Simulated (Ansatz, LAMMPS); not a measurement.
Si well of 16 atomic layers along [001] in random Si0.8Ge0.2, interfaces sharp. Cell 16.58 × 16.58 × 54.95 Å, Si623Ge97, 720 atoms. Prepared with Tersoff's 1989 multicomponent potential (SiCGe.tersoff) (LAMMPS): minimisation. 

Basis: localised support functions (accuracy medium) on a full density matrix. k-points: zone centre alone; occupations: Fermi-Dirac, 0.010 eV; spin polarisation not allowed. Scalar-relativistic, no spin-orbit coupling.

### Question
Estimate the gap and bonding that Ansatz (an electronic-structure program) with PBE, support functions at accuracy medium on the grid of 370 eV returns for this input.

### Answer

Kohn-Sham gap of the cell on its k-mesh: 0.46 eV
weight of the highest filled level on the well: 0.34
weight of the lowest empty level on the well: 0.93
coordination (neighbours within 2.853 Å): 100.0 % 4-fold
Ge-Ge bonds, mean ± spread: 2.465 ± 0.006 Å
Ge-Si bonds, mean ± spread: 2.419 ± 0.006 Å
Si-Si bonds, mean ± spread: 2.378 ± 0.005 Å
bond angles, mean ± spread: 109.5° ± 0.9°
pressure: -0.65 GPa
